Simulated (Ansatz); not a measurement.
Results of LDA (PAW; Ansatz, a quantum-chemistry and plane-wave program) for TiAl₃ (I4/mmm, No. 139).

Numerical settings: plane-wave cutoff 520 eV, 20×20×20 k mesh, Fermi–Dirac smearing 0.05 eV, no spin polarisation, scalar-relativistic PAW data made under PBE.

Energies at three volumes about the minimum:

| V (Å³/atom) | E − E_lowest (meV/atom) |
|---|---|
| 14.844 | 2.26 |
| 15.147 | 0.00 |
| 15.450 | 2.15 |

Fit a parabola by hand: where is the minimum, and what is the bulk modulus?

Slopes: (0.00 − 2.26)/(15.147 − 14.844) = -7.459 and (2.15 − 0.00)/(15.450 − 15.147) = 7.096 meV/Å³. Curvature E″ = 2 × (7.096 − (-7.459))/(15.450 − 14.844) = 48.036 meV/Å⁶. From the middle of the first interval, the slope vanishes at V0 = 14.9955 − (-7.459)/48.036 = 15.151 Å³/atom. B = V0 E″ = 15.151 × 48.036 meV/Å³ × 0.1602 GPa per meV/Å³ = 117 GPa. The full Birch–Murnaghan fit to all volumes gives V0 = 15.145 Å³/atom and B0 = 117 GPa.

Shape and atoms are relaxed at each volume.

Measured, for comparison: equilibrium volume per atom 15.93 Å³/atom (temperature not stated, no zero-point or thermal correction; as tabulated in P. Norby and A. Norlund Christensen, Acta Chemica Scandinavica A40, 157 (1986)). Computed less measured: equilibrium volume per atom -4.9 %.
